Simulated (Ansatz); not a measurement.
InP under load (space group I-4m2), Ansatz (a program for electronic structure) with r2SCAN with spin-orbit coupling, rigid bands. Condition of this run: uniaxial stress along [001] of 1 GPa (compression positive) (the target of the relaxation). Band gap 1.06 eV, N_c = 6.61e17 cm⁻³ and N_v = 7.16e18 cm⁻³ at 300 K, conductivity masses along z (a = (0.00, 2.96, 2.89) Å; b = (2.96, 0.00, 2.89) Å; c = (2.96, 2.96, 0.00) Å) of 0.0883 mₑ (electrons) and 0.320 mₑ (holes). Take k_BT = 0.02585 eV.

**Question.** What thermal injection velocity √(2k_BT/πm) limits a ballistic channel along the direction named?

**Answer.** 1.81e7 cm/s for electrons and 9.51e6 cm/s for holes, a ratio of √(m_h/m_e) = 1.90, for dilute carriers.

**Question.** What built-in voltage has an abrupt junction with N_A = 1e17 and N_D = 1e17 cm⁻³, all dopants ionised?

**Answer.** V_bi = E_g/e − (k_BT/e) ln(N_c N_v/(N_A N_D)) = 1.06 − 0.02585 × 6.16 = 0.90 V, for the computed gap.

**Question.** Find the intrinsic carrier density and the intrinsic Fermi level.

**Answer.** n_i = √(N_c N_v) exp(−E_g/2k_BT) = 2.18e18 × exp(−20.50) = 2.7e9 cm⁻³. The level lies (k_BT/2) ln(N_v/N_c) = 31 meV from mid-gap (positive towards the conduction band). Each 0.1 eV added to the gap lowers n_i by a factor of 6.9.

Rigid bands with the computed gap; masses take one relaxation time for all states. Geometry: cell and atoms relaxed with PBEsol.
